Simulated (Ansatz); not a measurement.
A computed series for hypothetical rock salt BAs: pressure series

Base system: BAs in the rock salt structure (space group Fm-3m, No. 225; a = 4.567 Å; a hypothetical phase, not in the database extracts checked).

Cell and atoms are relaxed at each pressure.

Computed with DFT with PBEsol, PAW potentials and a 420 eV plane-wave cutoff in Ansatz (a quantum-chemistry and plane-wave program), no spin-orbit coupling.

Notes on the quantities. enthalpy: H = E + PV relative to the base's energy.

| case | lattice parameter a | enthalpy |
|---|---|---|
| base | 4.567 Å | – |
| pressure −2 GPa | 4.589 Å | -0.15 eV/atom |
| pressure −1 GPa | 4.577 Å | -0.07 eV/atom |
| pressure 0.3 GPa | 4.563 Å | +0.02 eV/atom |
| pressure 0.7 GPa | 4.559 Å | +0.05 eV/atom |
| pressure 1.5 GPa | 4.551 Å | +0.11 eV/atom |
| pressure 3 GPa | 4.536 Å | +0.22 eV/atom |
| pressure 5 GPa | 4.517 Å | +0.37 eV/atom |
| pressure 7.5 GPa | ___ | +0.54 eV/atom |
| pressure 10 GPa | 4.474 Å | +0.72 eV/atom |

Q: Fill in the withheld entries from the trend.

A: 
- pressure 7.5 GPa, lattice parameter a: 4.495 Å

Load acts through the strain it causes; cell and atoms are relaxed under it. No phonon test of stability was made. Competing high-pressure phases were not computed. The final runs are not spin-polarised.
